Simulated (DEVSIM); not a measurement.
Device: Co/La2O3/SiO2/p-Si capacitor, at 300 K.

```
layer (left to right)  material  thickness (nm)  Na (cm⁻³)
---------------------  --------  --------------  ---------
1                         La2O3            8.90          -
2                          SiO2            1.40          -
3                            Si           15000     1.5e15
```

Metal gate on the left, work function 5 eV. Fixed charge at the semiconductor interface 0 cm⁻² (in units of +e); no interface traps.

This is a model device: material constants are rounded textbook-type values typed into the input, and sizes, dopings and lifetimes were drawn at random. Values at 300 K.

| parameter | La2O3 | SiO2 | Si |
|---|---|---|---|
| gap (eV) | 5.8 | 9 | 1.124 |
| affinity (eV) | 1.8 | 0.9 | 4.05 |
| permittivity | 27 | 3.9 | 11.7 |
| Nc (cm⁻³) | - | - | 2.86e19 |
| Nv (cm⁻³) | - | - | 3.1e19 |

Model (solved in DEVSIM): 1D Poisson equation in equilibrium, Boltzmann statistics, complete ionisation; no quantum confinement or tunnelling. Metal contacts follow the ideal Schottky-Mott rule: no Fermi-level pinning, no interface dipoles.

Q: Tabulate band edges, carrier densities and field at 0.5 V on the gate.

A: Energies count from the Fermi level of the right contact; mesh points crowd at the junctions.

```csv
x (μm),Ec (eV),Ev (eV),n (cm⁻³),p (cm⁻³),field (V/cm)
0.000,2.700,-3.100,< 1e2,< 1e2,5800
0.001679,2.701,-3.099,< 1e2,< 1e2,5800
0.005022,2.703,-3.097,< 1e2,< 1e2,5800
0.007896,2.704,-3.095,< 1e2,< 1e2,5800
0.009513,3.608,-5.392,< 1e2,< 1e2,40000
0.01038,0.461,-0.663,5.2e11,2.2e8,13000
0.01246,0.464,-0.660,4.7e11,2.5e8,13000
0.02159,0.476,-0.648,2.9e11,4.0e8,13000
0.04240,0.502,-0.622,1.0e11,1.1e9,13000
0.09802,0.568,-0.556,8.1e9,1.4e10,11000
0.2549,0.716,-0.408,2.6e7,4.4e12,7600
0.9308,0.866,-0.258,79000,1.5e15,61
2.472,0.867,-0.257,77000,1.5e15,≈ 0
6.591,0.867,-0.257,77000,1.5e15,≈ 0
12.72,0.867,-0.257,77000,1.5e15,≈ 0
14.15,0.867,-0.257,77000,1.5e15,≈ 0
14.69,0.867,-0.257,77000,1.5e15,≈ 0
14.89,0.867,-0.257,77000,1.5e15,≈ 0
14.98,0.867,-0.257,77000,1.5e15,≈ 0
15.00,0.867,-0.257,77000,1.5e15,≈ 0
15.01,0.867,-0.257,77000,1.5e15,≈ 0
15.01,0.867,-0.257,77000,1.5e15,≈ 0
```
